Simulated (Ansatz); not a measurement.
Consider SiO2 (space group P3_221, No. 154).

```
SiO2
1.0
    5.02211     0.00000     0.00000
   -2.51105     4.34927     0.00000
    0.00000     0.00000     5.51028
Si O
3 6
Cartesian
  1.19708   2.07341   0.00000
  2.62794   0.00000   3.67352
 -1.31397   2.27586   1.83676
  1.68219   0.69218   4.80377
  3.58157   1.11073   2.96701
 -0.24165   1.80291   0.70651
  1.07051   3.23855   4.38003
 -0.82887   3.65709   2.54327
  2.26941   2.54637   1.13025
```

Cartesian axes are those of the cell as printed.

Level of theory: PBE in Ansatz (plane waves to 420 eV, PAW, no SOC).

Before the change:

| Quantity | Result |
|---|---|
| Band gap | 5.68 eV |
| Pressure | 0.00 GPa |
| Gap character | indirect, K → Γ |

It is then changed as follows: biaxial strain +3.00 %, plane normal [001], relaxed out of plane (Cartesian); in-plane vectors clamped, the third vector and the atoms free.

**Question.** How does this affect the band gap, ratio −ε⊥/ε∥, pressure and gap character?

**Answer.** The band gap shrinks by 0.18 eV, from 5.68 eV to 5.50 eV; the ratio −ε⊥/ε∥ comes out as 0.17; the pressure (mean of the normal stresses, compression positive) goes from zero to -1.39 GPa; the gap character goes from indirect, K → Γ to indirect, M → Γ.

Whether these cells are dynamically stable was not tested.

Ansatz is a quantum-chemistry and plane-wave program.
